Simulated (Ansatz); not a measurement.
# LuAl$_{3}$ (Pm-3m): band-structure transport figures

Consider the following.

```yaml
crystal:
  lattice:
    - [4.14660, 0.00000, 0.00000]
    - [0.00000, 4.14660, 0.00000]
    - [0.00000, 0.00000, 4.14660]
  atoms:
    - { symbol: Lu, position: [0.00000, 0.00000, 0.00000] }
    - { symbol: Al, position: [0.00000, 0.50000, 0.50000] }
    - { symbol: Al, position: [0.50000, 0.00000, 0.50000] }
    - { symbol: Al, position: [0.50000, 0.50000, 0.00000] }
```

These are PBEsol, rigid bands (plane waves, PAW, scalar-relativistic; Ansatz, an electronic-structure program) values and carry that method's errors. How the cell was made: cell and atoms relaxed with PBEsol.

- density of states at the Fermi level = 1.30 states/(eV·cell), both spins
- bare Sommerfeld coefficient = 0.77 mJ/(mol of atoms·K²)
- Drude plasma energy = 6.1 eV
- root-mean-square Fermi velocity = 8.8e5 m/s
- resistivity times τ = 13.2 ×10⁻²² Ω·m·s

A metal at this level (no band gap); rigid bands, thermally averaged at 300 K, both spins. Spin-orbit coupling is left out, which matters with elements this heavy. τ is one relaxation time for all states.

Computed structure with no diffraction record at hand here (it may be known, metastable or hypothetical): LuAl3 (Pm-3m).
